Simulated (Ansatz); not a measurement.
# Effective masses and thermopower of MgO (Immm)

Data:

```
CELL_PARAMETERS angstrom
     -0.00362     2.10429     2.10940
      2.10429    -0.00362     2.10940
      2.10067     2.10067     0.00000
ATOMIC_POSITIONS crystal
  Mg 0.00000 0.00000 0.00000
  O  0.50000 0.50000 0.50000
```

The numbers are results of PBEsol, rigid bands (plane waves, PAW, scalar-relativistic; Ansatz, a first-principles code), not measurements. Condition of this run: uniaxial stress along [110] of 1 GPa (compression positive) (the target of the relaxation). Cell: cell and atoms relaxed with PBEsol, then loaded as said.

```
Item                                                                                                                                                           Value
---------------------------------------------------------------------------------------------------------------------------------------  ---------------------------
band gap                                                                                                                                                     4.63 eV
electron conductivity mass (300 K, dilute)                                                                                                                   0.35 mₑ
hole conductivity mass (300 K, dilute)                                                                                                                        2.3 mₑ
effective density of states N_c (300 K)                                                                                                                  5.4e18 cm⁻³
effective density of states N_v (300 K)                                                                                                                  2.1e20 cm⁻³
density-of-states mass, electrons                                                                                                                            0.36 mₑ
density-of-states mass, holes                                                                                                                                 4.1 mₑ
Seebeck coefficient, n-type 1e19 cm⁻³, 300 K                                                                                                               -172 μV/K
best n-type power factor at 300 K for τ = 10 fs (best axis; densities from 1e16 to 1e21 cm⁻³ tried, whether or not they can be reached)  2.4 μW/(cm·K²) at 3e19 cm⁻³
Seebeck coefficient, p-type 1e19 cm⁻³, 300 K                                                                                                                502 μV/K
```

Rigid bands; masses and Seebeck coefficients take one relaxation time τ for all states and one kind of carrier; polarons and phonon drag are left out. Spin-orbit coupling is left out.
